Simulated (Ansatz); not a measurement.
The starting structures come from a database of crystals and need not be the phases stable at ambient conditions.

 Where the default PAW files enter, the runs use the earlier of Ansatz's two default sets.

Inside the gap of an insulator the Bloch states are evanescent, with a wavenumber k + iκ along the transport direction.

Input:

```
CELL_PARAMETERS angstrom
      2.69349     0.00000     0.00000
      0.00000     4.23317     0.00000
      0.00000     0.00000     4.36017
ATOMIC_POSITIONS crystal
  Si 0.50000 0.50000 0.50000
  Si 0.00000 0.00000 0.00000
  O  0.00000 0.69316 0.69316
  O  0.00000 0.30684 0.30684
  O  0.50000 0.19316 0.80684
  O  0.50000 0.80684 0.19316
```

Space group of this cell: Pnnm. The cell is strained (lengths along the current scaled by 1.03, ions clamped); by r2SCAN its mean pressure is -17.2 GPa.

Transport runs along the normal of the first two printed cell vectors.

No gap correction and no spin-orbit coupling; mid-gap values are interpolated between computed energies.

Task: Compute, with Ansatz (a quantum-chemistry and plane-wave program) with r2SCAN, the band gap and the smallest decay constant κ at mid-gap.

Result: Gap 5.49 eV on a 12×8×8 mesh; κ = 0.390 1/Å, at the zone centre.
